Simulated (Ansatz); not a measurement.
## Co2Si: pressure series

The parent structure is Co$_{2}$Si (space group Pnma, No. 62; ferromagnetic).

```
Co2Si
1.0
    4.88329     0.00000     0.00000
    0.00000     3.71108     0.00000
    0.00000     0.00000     7.04170
Co Si
8 4
Direct
  0.53638   0.25000   0.78254
  0.03638   0.25000   0.71746
  0.46362   0.75000   0.21746
  0.96362   0.75000   0.28254
  0.17328   0.25000   0.06463
  0.67328   0.25000   0.43537
  0.82672   0.75000   0.93537
  0.32672   0.75000   0.56463
  0.70259   0.25000   0.10573
  0.20259   0.25000   0.39427
  0.29741   0.75000   0.89427
  0.79741   0.75000   0.60573
```

Cell and atoms are relaxed at each pressure.

Computed with PBE in Ansatz (plane waves to 420 eV, PAW, no spin-orbit coupling).

Notes on the quantities. enthalpy: H = E + PV relative to the base's energy.

```tsv
change	enthalpy	shortest interatomic distance	density	magnetic state
base	–	2.291 Å	7.60 g/cm³	ferromagnetic
pressure 1.8 GPa	+0.12 eV/atom	2.287 Å	7.66 g/cm³	ferromagnetic
pressure 4.2 GPa	+0.28 eV/atom	2.281 Å	[?]	ferromagnetic
pressure 9 GPa	+0.59 eV/atom	[?]	7.89 g/cm³	ferromagnetic
pressure 18 GPa	+1.15 eV/atom	2.251 Å	8.14 g/cm³	weakly magnetic (sensitive to the mesh)
```

Question: Complete the table.

Answer: 
- pressure 4.2 GPa, density: 7.74 g/cm³
- pressure 9 GPa, shortest interatomic distance: 2.270 Å

Other magnetic orders, which the real material may have, were not ruled out. Load acts through the strain it causes; cell and atoms are relaxed under it. No phonon test of stability was made. Competing high-pressure phases were not computed.

Ansatz is a first-principles code.
